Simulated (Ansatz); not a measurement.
# TaAgO3, pressure series

The parent structure is TaAgO3 (space group R-3c, No. 167; a cell from a computed database, its experimental status unchecked).

```yaml
crystal:
  lattice:
    - [2.73848, 1.58106, 4.60118]
    - [-2.73848, 1.58106, 4.60118]
    - [0.00000, -3.16212, 4.60118]
  atoms:
    - { symbol: Ta, position: [0.00000, 0.00000, 0.00000] }
    - { symbol: Ta, position: [0.50000, 0.50000, 0.50000] }
    - { symbol: Ag, position: [0.75000, 0.75000, 0.75000] }
    - { symbol: Ag, position: [0.25000, 0.25000, 0.25000] }
    - { symbol: O, position: [0.81786, 0.68214, 0.25000] }
    - { symbol: O, position: [0.18214, 0.31786, 0.75000] }
    - { symbol: O, position: [0.25000, 0.81786, 0.68214] }
    - { symbol: O, position: [0.75000, 0.18214, 0.31786] }
    - { symbol: O, position: [0.68214, 0.25000, 0.81786] }
    - { symbol: O, position: [0.31786, 0.75000, 0.18214] }
```

Cell and atoms are relaxed at each pressure.

The values are results of Kohn–Sham DFT with the PBEsol functional, run in Ansatz (a program for electronic structure) with PAW and 420 eV plane waves, no SOC, not measurements.

```tsv
change	band gap	density
base	1.77 eV	9.36 g/cm³
pressure −2 GPa	1.78 eV	9.26 g/cm³
pressure −1 GPa	1.78 eV	9.31 g/cm³
pressure 0.3 GPa	1.77 eV	9.37 g/cm³
pressure 0.7 GPa	1.77 eV	9.39 g/cm³
pressure 1.5 GPa	1.76 eV	9.43 g/cm³
pressure 3 GPa	1.75 eV	9.50 g/cm³
pressure 5 GPa	1.74 eV	9.58 g/cm³
pressure 7.5 GPa	1.73 eV	9.69 g/cm³
pressure 10 GPa	1.72 eV	9.79 g/cm³
```

Spin-orbit coupling, missing from the scalar runs, can matter with Ta. Load acts through the strain it causes; cell and atoms are relaxed under it. Stability against distortions was not tested. Competing high-pressure phases were not computed.
